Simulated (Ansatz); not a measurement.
# Response to strain in Sn

Base system: Sn in the diamond structure (space group Fd-3m, No. 227; a = 6.5665 Å).

Strains are applied to the cell and any free atomic positions relax.

All numbers come from r2SCAN (Ansatz, a quantum-chemistry and plane-wave program, PAW, no SOC).

Notes on the quantities. energy relative to the base: free energy F.

| isotropic strain (%) | energy relative to the base (meV/atom) |
|---|---|
| 0 | 0.0 |
| 0.5 | 1.0 |
| 1 | 4.1 |
| 1.5 | 9.0 |
| 2 | 15.7 |
| 2.5 | ? |
| 3 | 34.0 |

Question: Fit ΔE = Aε² + Bε³ (ε in %) to the rows shown and predict the withheld row.

Answer: Least squares on the printed values gives A = 4.22 and B = -0.15 meV/atom (largest residual 0.0 meV/atom); this predicts 24.1 meV/atom, and the run gives 24.1 meV/atom, in agreement.

Stability against distortions was not tested.
